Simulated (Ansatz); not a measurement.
Si vacancy + 1 H in alpha quartz: one set of geometries, relaxed with PBE, evaluated in Ansatz (PAW, plane waves to 420 eV, 500 eV under r2SCAN) with PBE, r2SCAN.

Details: 72-site cell; 2×2×2 Γ-centred k-points; start: the Si site; 1 H on the vacancy's neighbours; charged states image-corrected; corrections pass 1 eV, so highly charged states may be off by several tenths; relaxed from one start, so a lower configuration may exist; flagged in the runs: a doubtful potential alignment, a host whose relaxation on this sampling wasn't shown to rest, a strain field that reaches the edge of the cell.

| quantity | PBE | r2SCAN |
|---|---|---|
| host gap (eV) | 5.68 | (withheld) |
| ε(0/−1) above the VBM (eV) | 1.34 | (withheld) |
| ε(−1/−2) above the VBM (eV) | 2.90 | (withheld) |
| ε(−2/−3) above the VBM (eV) | 4.03 | (withheld) |
| neutral formation energy against H2 molecule in a box, silicon (eV) | 12.49 | (withheld) |
| largest moment on one atom at charge 0 (μB) | 0.71 | (withheld) |
| largest moment on one atom at charge −1 (μB) | 0.47 | (withheld) |
| largest moment on one atom at charge −2 (μB) | 0.23 | (withheld) |

Q: Given the lower rungs, what does r2SCAN give?

A: 
- host gap (eV), r2SCAN: 6.32
- ε(0/−1) above the VBM (eV), r2SCAN: 1.72
- ε(−1/−2) above the VBM (eV), r2SCAN: 3.40
- ε(−2/−3) above the VBM (eV), r2SCAN: 4.31
- neutral formation energy against H2 molecule in a box, silicon (eV), r2SCAN: 13.39
- largest moment on one atom at charge 0 (μB), r2SCAN: 0.74
- largest moment on one atom at charge −1 (μB), r2SCAN: 0.57
- largest moment on one atom at charge −2 (μB), r2SCAN: 0.26

Ansatz is a first-principles code.
